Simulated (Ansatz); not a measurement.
Consider HfS2 in the CdI2 type structure (space group P-3m1, No. 164; a = 3.6057 Å, c = 5.7676 Å; layered, stacked along the Cartesian z axis).

(Cell as relaxed with PBE-D3(BJ).)

Levels (all Ansatz, a quantum-chemistry and plane-wave program, PAW): PBE-D3(BJ) (420 eV, scalar-relativistic without spin-orbit coupling); PBEsol-D3(BJ) (420 eV, no spin-orbit coupling).

Each level relaxes its own structure.

| base | PBE-D3(BJ) | PBEsol-D3(BJ) |
|---|---|---|
| volume per atom | 21.65 Å³ | 20.26 Å³ |
| lattice parameter a | 3.606 Å | 3.547 Å |
| band gap | 0.85 eV | 0.45 eV |

Now apply this change: cell and atoms relaxed at a pressure of 45 GPa.

```
quantity             PBE-D3(BJ)  PBEsol-D3(BJ)
-------------------  ----------  -------------
c/a ratio                 1.596            [?]
lattice parameter a     3.142 Å            [?]
```

### Question
Given the PBE-D3(BJ) results, estimate those of PBEsol-D3(BJ).

### Answer

- c/a ratio, PBEsol-D3(BJ): 1.621
- lattice parameter a, PBEsol-D3(BJ): 3.085 Å

PBE-D3(BJ)'s c/a ratio lies 0.025 below PBEsol-D3(BJ)'s; PBE-D3(BJ)'s lattice parameter a lies 0.057 Å above PBEsol-D3(BJ)'s (1.8 %). Neither level is exact; PBEsol-D3(BJ) is the comparison here, not a measurement.

The mesh was chosen for an insulator and is coarse for the gapless case. Spin-orbit coupling, missing from the scalar runs, can matter with Hf. Load acts through the strain it causes; cell and atoms are relaxed under it. Stability against distortions was not tested. Competing high-pressure phases were not computed. The final runs are not spin-polarised.
